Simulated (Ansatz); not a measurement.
Defect: interstitial Mg in rock-salt MgO, charge state +2. All values below come from PBE, PAW (plane waves to 420 eV; Ansatz, a program for electronic structure).

64-site cell at the relaxed PBE lattice, the Γ point alone, smearing 0.01 eV, spin-restricted, no finite-size correction. Energies are static. The charge state is imposed; whether it is stable for some Fermi level was not computed. Sites that were not tried may lie lower.

Barriers: single points on a 2×2×2 k-point mesh shifted by half a step at the bands' geometries.

The step: several atoms move together, Mg the farthest. Atoms about the jump, Cartesian Å from the middle of the jump, before and after:

| atom | x0 | y0 | z0 | x1 | y1 | z1 |
|---|---|---|---|---|---|---|
| Mg1 | -1.06 | 0.00 | 0.00 | 1.06 | 0.00 | 0.00 |
| O2 | 0.01 | 1.07 | -1.07 | -0.01 | 1.07 | -1.07 |
| O3 | 0.01 | -1.07 | 1.07 | -0.01 | -1.07 | 1.07 |
| Mg4 | 0.26 | -1.33 | -1.33 | -0.26 | -1.33 | -1.33 |
| Mg5 | 0.26 | 1.33 | 1.33 | -0.26 | 1.33 | 1.33 |
| O6 | 2.17 | -1.08 | -1.08 | 2.14 | -1.07 | -1.07 |
| O7 | -2.14 | -1.07 | -1.07 | -2.17 | -1.08 | -1.08 |
| O8 | -2.14 | 1.07 | 1.07 | -2.17 | 1.08 | 1.08 |
| O9 | 2.17 | 1.08 | 1.08 | 2.14 | 1.07 | 1.07 |
| Mg10 | 2.14 | 1.07 | -1.07 | 2.39 | 1.33 | -1.33 |
| Mg11 | 2.14 | -1.07 | 1.07 | 2.39 | -1.33 | 1.33 |
| Mg12 | -2.39 | -1.33 | 1.33 | -2.14 | -1.07 | 1.07 |
| Mg13 | -2.39 | 1.33 | -1.33 | -2.14 | 1.07 | -1.07 |

Task: Give the saddle-point geometry and the barrier.

Result: 
```
atom      x      y      z
----  -----  -----  -----
Mg1    0.00  -0.01  -0.02
O2     0.00   1.28  -1.27
O3     0.00  -1.26   1.27
Mg4    0.00  -1.56  -1.57
Mg5    0.00   1.55   1.54
O6     1.86  -1.01  -1.01
O7    -1.86  -1.01  -1.02
O8    -1.87   1.02   1.01
O9     1.88   1.02   1.02
Mg10   2.15   1.14  -1.13
Mg11   2.15  -1.12   1.13
Mg12  -2.15  -1.12   1.13
Mg13  -2.15   1.14  -1.13
```
It lies 1.18 eV above the start and 1.18 eV above the end. The saddle point's order was not checked, and it lies on a symmetry element of the cell, where a band can be held.
